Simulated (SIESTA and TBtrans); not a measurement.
## Sn chain with one O atom inserted

System: Sn chain with one O atom inserted. Leads: straight Sn chain, spacing 2.915 Å. Geometry: 3 atoms about the centre moved by SIESTA (PBE, DZP) to a largest force of 0.03 eV/Å, all others as built, motion along the axis alone.

SIESTA and TBtrans, PBE, DZP numerical orbitals (energy shift 0.15 eV), PseudoDojo norm-conserving scalar-relativistic potentials, mesh cutoff 200 Ry, 300 K, spin-polarised (collinear), no spin-orbit coupling; Hamiltonian of a periodic supercell, shifted onto the leads' potential, zero bias.

- Conductance at 300 K (G0 = 2e²/h): 1.53
- Mean T from −0.5 to 0.5 eV: 1.33

Energies count from the leads' Fermi level. Transmissions are for each spin. The energy step is 0.01 eV; narrower resonances are cut or missed.

```
E (eV)  T up  T down  lead channels up  down
------  ----  ------  ----------------  ----
-1.95   0.24    0.24                 1     1
-1.80   0.28    0.28                 1     1
-1.65   0.31    0.31                 1     1
-1.50   0.33    0.33                 1     1
-1.35   0.35    0.35                 1     1
-1.20   0.37    0.37                 1     1
-1.05   0.38    0.38                 1     1
-0.90   0.40    0.39                 1     1
-0.75   0.41    0.40                 1     1
-0.60   0.48    0.48                 3     3
-0.45   0.87    0.82                 3     3
-0.30   1.23    1.17                 3     3
-0.15   1.45    1.44                 3     3
0.00    1.51    1.56                 3     3
0.15    1.47    1.53                 3     3
0.30    1.38    1.43                 3     3
0.45    1.28    1.31                 3     3
0.60    1.19    1.21                 3     3
0.75    1.13    1.13                 3     3
0.90    1.08    1.07                 3     3
1.05    1.05    1.03                 3     3
1.20    1.03    1.01                 3     3
1.35    1.02    1.00                 3     3
1.50    1.01    1.00                 3     3
1.65    1.01    1.00                 3     3
1.80    1.00    1.00                 3     3
1.95    1.00    1.00                 3     3
```

Moments were seeded on the central atoms alone, and one start was tried. The straight chain is held at its spacing; free chains may zigzag or dimerise.
